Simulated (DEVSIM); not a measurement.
System: Cr/SiO2/p-Si capacitor, at 300 K.

Layer 1 from the left is SiO2, thickness (nm) 3.70. Layer 2 from the left is Si, thickness (nm) 17000, Na (cm⁻³) 1.1e15.

Metal gate on the left, work function 4.5 eV. Fixed charge at the semiconductor interface 0 cm⁻² (in units of +e); no interface traps.

Constants are typed, rounded textbook-type inputs, not results; the design itself was drawn at random and stands for no fabricated device. Values at 300 K.

SiO2: gap (eV) 9, affinity (eV) 0.9, permittivity 3.9. Si: gap (eV) 1.124, affinity (eV) 4.05, permittivity 11.7, Nc (cm⁻³) 2.86e19, Nv (cm⁻³) 3.1e19.

**Question.** Estimate by hand the flat-band voltage, the threshold voltage, and compare with a numerical solution.

**Answer.** 
- Flat-band voltage: C = 0.933 μF/cm², work-function difference -0.409 V; VFB = φms − qNf/C = -0.41 V; numerical -0.41 V.
- Threshold voltage: φF = 0.298 V, depletion charge √(4εqNφF) = 1.48e-8 C/cm²; VT = VFB + 2φF + Qd/C = 0.20 V; numerical 0.20 V.

DEVSIM, 1D Poisson equation in equilibrium, Boltzmann statistics, complete ionisation; no quantum confinement or tunnelling. Metal contacts follow the ideal Schottky-Mott rule: no Fermi-level pinning, no interface dipoles.
